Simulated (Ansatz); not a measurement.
The starting structures come from a database of crystals and need not be the phases stable at ambient conditions.

Evanescent states of SrGe(HO2)2 (I-42d, not sure to be the ambient phase, 16 atoms a cell, 11.4 Å³ an atom, -3 GPa at this level) along the normal of (100)

Computed with r2SCAN (plane waves, PAW; Ansatz, an electronic-structure program).

The gap is the functional's own, uncorrected, and κ follows it; spin-orbit coupling is left out. Mid-gap values are interpolated between the computed energies.

Energies count from the valence-band top; κ is the least over a 6×4 mesh across the current.

```csv
E (eV),κ (1/Å),where
0.12,0.182,Γ
0.34,0.247,Γ
0.57,0.287,Γ
0.81,0.315,Γ
1.03,0.336,Γ
1.26,0.350,Γ
1.50,0.361,Γ
1.73,0.367,Γ
1.96,0.371,Γ
2.19,0.371,Γ
2.42,0.369,Γ
2.65,0.364,Γ
2.88,0.357,Γ
3.10,0.346,Γ
3.33,0.333,Γ
3.56,0.315,Γ
3.79,0.293,Γ
4.03,0.266,Γ
4.25,0.230,Γ
4.49,0.182,Γ
4.71,0.102,Γ
```

Question: How thick must the barrier be to attenuate the transmission by 10^6 when the electrodes' Fermi level lies at 3.10 eV, and what attenuation does that film give at 3.79 eV?

Answer: d = 6 ln 10 / (2 × 0.346) = 20.0 Å. At 3.79 eV it gives 6 × 0.293/0.346 = 5.1 decades.
